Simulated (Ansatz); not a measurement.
The starting structures come from a database of crystals and need not be the phases stable at ambient conditions.

 Where the default PAW files enter, the runs use the earlier of Ansatz's two default sets.

The decay constant κ of evanescent states in the gap governs leakage through a thin film.

Here is the system:

```
CELL_PARAMETERS angstrom
      5.44248     0.00000     0.00000
      0.00000    10.72953     0.00000
      2.72124     5.36477     2.72124
ATOMIC_POSITIONS crystal
  Zn 0.50000 0.75000 0.00000
  Zn 0.00000 0.00000 0.00000
  Ge 0.50000 0.25000 0.00000
  Ge 0.00000 0.50000 0.00000
  P  0.99544 0.37500 0.50000
  P  0.49544 0.62044 0.50912
  P  0.00456 0.87500 0.50000
  P  0.50456 0.12956 0.49088
```

Space group of this cell: I-42d, chalcopyrite. The cell is taken as given; by PBEsol its mean pressure is -0.6 GPa.

Transport runs along the normal of the first two printed cell vectors, the (100) plane of the conventional cell.

The gap is the functional's own, uncorrected, and κ follows it; spin-orbit coupling is left out. Mid-gap values are interpolated between the computed energies.

Q: Compute, with PBEsol (Ansatz, a first-principles code), the band gap and the smallest decay constant κ at mid-gap.

A: Gap 1.12 eV on a 12×12×12 mesh; κ = 0.096 1/Å, at the zone centre.
